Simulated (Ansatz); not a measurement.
The parent structure is Sn in the diamond structure (space group Fd-3m, No. 227; a = 6.474 Å; relaxed with 0.1 eV smearing). Axes: x, y, z lie along the cube axes.

Structures relaxed with LDA, PAW, 420 eV (Ansatz, a quantum-chemistry and plane-wave program; spin-orbit coupling left out).

Base:

Simulated powder pattern, Mo Kα, λ = 0.71073 Å (kinematic, ideal powder, no thermal factors, no anomalous dispersion; the 14 strongest lines at most, above 2 %, up to 2θ = 40°):

```csv
2θ (°),I/Imax (%),hkl
10.91,100,(111)
17.86,86,(220)
20.98,55,(311)
25.36,16,(400)
27.68,24,(331)
31.20,33,(422)
33.14,18,(511)
36.18,10,(440)
37.90,17,(531)
```

The change: compressive biaxial strain of 0.50 % in the plane normal to [001], as in epitaxy on a mismatched substrate; the out-of-plane cell vector and the atoms relax.

After the change:

Simulated powder pattern, Mo Kα, λ = 0.71073 Å (kinematic, ideal powder, no thermal factors, no anomalous dispersion; the 14 strongest lines at most, above 2 %, up to 2θ = 40°):

```csv
2θ (°),I/Imax (%),hkl
10.93,100,(111)
17.86,58,(202)
17.95,28,(220)
20.91,19,(113)
21.06,37,(311)
25.49,11,(400)
27.69,16,(313)
27.81,8.0,(331)
31.14,11,(224)
31.30,22,(422)
33.30,9.0,(511)
36.18,6.8,(404)
37.81,5.9,(315)
37.99,5.8,(513)
```

The indices refer to the base's conventional cell; one index is shown for lines that coincide. The space group is now I4_1/amd (No. 141).

No phonon test of stability was made.
